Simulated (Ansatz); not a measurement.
Worked example: relaxation of the atoms of Ta3W (I4mm, 4 atoms in the cell) in Ansatz (a quantum-chemistry and plane-wave program).

Level of theory: LDA (PW92), PAW files made with PBE (plane waves; Ansatz).

The change in words: one atom moved by 0.15 angstrom; relax: default → atoms; relax.f_tol: default → 0.005 eV/Å. Reference geometry:
```
CELL_PARAMETERS angstrom
      0.00000     3.25084     3.25084
      3.25084     0.00000     3.25084
      3.25084     3.25084     0.00000
ATOMIC_POSITIONS crystal
  Ta 0.25000 0.25000 0.25000
  Ta 0.75000 0.75000 0.75000
  Ta 0.50000 0.50000 0.50000
  W  0.00000 0.00000 0.00000
```

Reference input (self-consistent single point, DFT, LDA (PW92), plane waves, PAW files made with PBE): basis.ecutwfc = 420 eV; kpoints.mp_grid.grid = 9 9 9; hamiltonian.xc = lda; hamiltonian.pseudopotentials = {kind: paw} (the program's default PAW files); scf.occupations.method = gaussian; scf.occupations.width = 0.1 eV. This run's input differs from it in these lines:

```diff
@@ -8,3 +8,3 @@
     - { symbol: Ta, position: [0.750000, 0.750000, 0.750000] }
-    - { symbol: Ta, position: [0.500000, 0.500000, 0.500000] }
+    - { symbol: Ta, position: [0.523071, 0.523071, 0.476929] }
     - { symbol: W, position: [0.000000, 0.000000, 0.000000] }
@@ -19,2 +19,4 @@
   occupations: { method: gaussian, width: 0.1 }
+relax:
+  f_tol: 0.005
 output:
```

The program printed (abridged):

```
   [... SCF lines of the steps left out ...]
relax step   1: F+E_penalty+E_count = -39180.79391813 eV  Δ(F+E_penalty+E_count) = +0.000e0 eV  max|allowed force component| = 1.870e0 eV/Å  Δτ_max = 0.0000 Å  (8 SCF iters, dr2 threshold 6.25e-7 eV, accepted)
relax step   2: F+E_penalty+E_count = -39180.85353034 eV  Δ(F+E_penalty+E_count) = -5.961e-2 eV  max|allowed force component| = 1.403e0 eV/Å  Δτ_max = 0.1968 Å  (6 SCF iters, dr2 threshold 1.00e-4 eV, accepted)
relax step   3: F+E_penalty+E_count = -39180.93296678 eV  Δ(F+E_penalty+E_count) = -7.944e-2 eV  max|allowed force component| = 1.354e-2 eV/Å  Δτ_max = 0.0844 Å  (6 SCF iters, dr2 threshold 1.00e-4 eV, accepted)
relax step   4: F+E_penalty+E_count = -39180.93296678 eV  Δ(F+E_penalty+E_count) = -4.729e-10 eV  max|allowed force component| = 1.356e-2 eV/Å  Δτ_max = 0.0000 Å  (6 SCF iters, accepted)
relax step   5: F+E_penalty+E_count = -39180.93297549 eV  Δ(F+E_penalty+E_count) = -8.719e-6 eV  max|allowed force component| = 7.372e-5 eV/Å  Δτ_max = 0.0009 Å  (6 SCF iters, accepted)
the relaxation is at rest under the 8 symmetry operations that the run kept from its start: a minimum is not shown …
Free energy (F): -39180.932975 eV
Internal energy: -39180.911344 eV  (E = F + TS)
E sigma→0 (E₀):  -39180.922160 eV
Entropy (-TS):   -0.021632 eV (-5.408 meV/atom)
Fermi energy:    19.227704 eV
--- Forces (eV/Å), atoms counted from 1 ---
  atom   1  Ta     0.00000000    -0.00000000    -0.00001154
  atom   2  Ta    -0.00000000     0.00000000    -0.00001154
  atom   3  Ta     0.00000000     0.00000000     0.00007361
  atom   4  W      0.00000000     0.00000000    -0.00005097
--- Stress (GPa, compression-positive) ---
       -7.295532       0.000000      -0.000000
   [... lines left out ...]
  atoms:
    - { symbol: Ta, position: [0.25576781855325453, 0.25576781855325453, 0.24423218144674547] }
    - { symbol: Ta, position: [0.7557678185532547, 0.7557678185532547, 0.7442321814467455] }
    - { symbol: Ta, position: [0.5057669597462565, 0.5057669597462565, 0.4942330402537435] }
    - { symbol: W, position: [0.005768403147234343, 0.005768403147234343, -0.005768403147234343] }
```

The run converged.  The full log also holds: “iter 5 did not close the SCF: its close was put off for the readings that it lacked (scf_convergence_deferred on its scf_iter line)”. The full log also holds: “iter 4 did not close the SCF: its close was put off for the readings that it lacked (scf_convergence_deferred on its scf_iter line)”.

Summary of the result:
- Free energy E − TS (on the zero of these files) = -39180.9330 eV
- Fermi level (on the code's own zero) = 19.23 eV
- Pressure = -7.30 GPa
- Relaxation steps = 5

The starting cell comes from a database of computed structures (which also holds hypothetical and non-ambient phases and stackings), without a prior relaxation at this level. Its lattice was rescaled by up to half a per cent. For this run, on top of that: one atom moved by 0.15 angstrom. Spin polarisation is off. The relaxation keeps the symmetry of its start, so its end need not be a minimum. Ansatz's pressure includes its estimate of the finite-basis (Pulay) stress.

Cost on one core of a shared machine: roughly 30 s.

Keys are those of Ansatz 0.2.
